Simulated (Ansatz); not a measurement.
# BeSe: pressure series

Take BeSe in the zinc blende structure (space group F-43m, No. 216; a = 5.129 Å) as the base.

Cell and atoms are relaxed at each pressure.

All numbers come from PBEsol in Ansatz (plane waves to 420 eV, PAW, scalar-relativistic without spin-orbit coupling).

```tsv
P (GPa)	V (Å³/atom)
-1.99	17.315
-0.99	17.082
0.90	16.678
2.10	16.445
4.51	16.020
9.00	15.347
15.00	14.616
22.50	13.884
30.02	13.287
```

Q: Fit a third-order Birch–Murnaghan equation of state.

A: Least squares on P(V) = (3B₀/2)[(V₀/V)^(7/3) − (V₀/V)^(5/3)]·[1 + (3/4)(B₀′ − 4)((V₀/V)^(2/3) − 1)] gives V₀ = 16.86 Å³/atom, B₀ = 80 GPa and B₀′ = 3.9.

Between the base and pressure 9 GPa the gap moves from 2.47 eV to 2.24 eV, a mean slope of -25 meV/GPa.

Load acts through the strain it causes; cell and atoms are relaxed under it. Whether these cells are dynamically stable was not tested. Competing high-pressure phases were not computed.

Ansatz is a quantum-chemistry and plane-wave program.
